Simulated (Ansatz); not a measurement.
The reference is MgO in the rock salt structure (space group Fm-3m, No. 225).

```
CELL_PARAMETERS angstrom
      0.00000     2.12687     2.12687
      2.12687     0.00000     2.12687
      2.12687     2.12687     0.00000
ATOMIC_POSITIONS crystal
  O  0.00000 0.00000 0.00000
  Mg 0.50000 0.50000 0.50000
```

All numbers come from Kohn–Sham DFT with the PBE functional, run in Ansatz (a program for electronic structure) with PAW and 420 eV plane waves, no spin-orbit coupling.

One change was made to it. Results:

```json
[
 {"quantity": "lattice parameter a", "base": "4.254 Å", "after": "5.195 Å"},
 {"quantity": "band gap", "base": "4.46 eV", "after": "3.33 eV"}
]
```

Question: What was done to the base?
A) O → F
B) Mg → Ca
C) Mg → Sr

Answer: C, Mg → Sr. For comparison, the band gap in the other runs: O → F gives zero; Mg → Ca gives 3.66 eV.

No phonon test of stability was made. As relaxed here, MgF is a hypothetical phase, not in the database extracts checked. All final runs are without spin polarisation. An odd electron count without spin: MgF.
